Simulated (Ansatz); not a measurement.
Abridged Ansatz (a first-principles code) output:

```
Pseudopotential: Zr, paw, valence charge 12
Pseudopotential: Se, paw, valence charge 16
Crystal: 3 atoms, lattice volume = 72.872 Å³
Basis set: ecut = 420 eV, 1413 PW (Γ), exchange–correlation on 50×50×90 points (8 copies of the dense FFT grid, shifted against one another)
Bands: 26, of which v1, the nominal top of the filled ones, is band 22 counted from 1 (21 counted from 0)
Symmetry: 12 space group operations
k-points: 168 of 1568
Functional: x = pbe(κ = 0.804, μ = 0.2195149727645171), c = pbe(β = 0.06672455060314922)
SCF iter   1: F=—  HF=-15127.219070 eV  |F-HF|=—  |Δ(HF+E_count)|=         —  Δρ=1.22e-3  dr2=1.57e-3  ethr=1.77e-3  ⟨swp⟩=5.7  Hψ=16929  notcnv=0
SCF iter   2: F=—  HF=-15127.219131 eV  |F-HF|=—  |Δ(HF+E_count)|=   6.11e-5  Δρ=6.83e-4  dr2=3.22e-4  ethr=3.56e-6  ⟨swp⟩=2.0  Hψ=7751  notcnv=0
SCF 1 converged in 9 iterations: F = -15127.219273 eV  dr2 = 1.97e-10
SCF converged after 9 iterations
Free energy (F): -15127.219273 eV
Internal energy: -15127.217906 eV  (E = F + TS)
E sigma→0 (E₀):  -15127.218590 eV
Entropy (-TS):   -0.001367 eV (-0.456 meV/atom)
Fermi energy:    9.758663 eV
  E_disp       = -1.219007  (pairwise vdW)
--- Forces (eV/Å), atoms counted from 1 ---
  atom   1  Zr     0.00000000     0.00000000     0.00000000
  atom   2  Se     0.00000000    -0.00000000    -0.00041960
  atom   3  Se     0.00000000     0.00000000     0.00041960
--- Stress (GPa, compression-positive) ---
        0.001844       0.000000       0.000000
        0.000000       0.001844      -0.000000
        0.000000      -0.000000       0.003394
  P = ⅓ Tr σ = 0.0024 GPa (0.024 kbar)
```

Problem. What was computed, and what are the main results?

Solution. ZrSe2, 3 atoms in the cell, with PBE-D3(BJ) (Ansatz; PAW; 420 eV plane waves; without spin-orbit coupling). The last SCF converged to F = -15127.219273 eV, or -5042.4064 eV per atom, at a pressure of 0.00 GPa. The total energy compares only with runs of the same code, potentials and settings.

Whether these cells are dynamically stable was not tested. The final runs are not spin-polarised. The cell is ZrSe2 in the CdI2 type structure (space group P-3m1, No. 164; layered, stacked along the Cartesian z axis).
